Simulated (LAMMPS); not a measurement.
Melts of Au (fcc) cooled to 300 K at several rates.

Computed with classical MD, pair style meam, file library.meam (library.meam-Au); code LAMMPS.

```
cooling rate (K/s)  energy above the crystal  state                  density       coordination number       rough cost
------------------  ------------------------  -----  -----------------------  ------------------------  ---------------
3e+12                          0.085 eV/atom  glass  19.1 g/cm³ (one sample)  10.2 (counted to 3.26 Å)  26 core-minutes
1e+13                          0.092 eV/atom  glass  19.0 g/cm³ (one sample)  10.0 (counted to 3.22 Å)  13 core-minutes
1e+14                          0.103 eV/atom  glass  18.8 g/cm³ (one sample)   9.7 (counted to 3.22 Å)   5 core-minutes
```

Costs are rough and include melting and analysis.

Caution: the potential MEAM library.meam-Au is a first-neighbour MEAM set with a 4 Å cutoff, used here without a parameter file and away from the static properties it was fitted to.
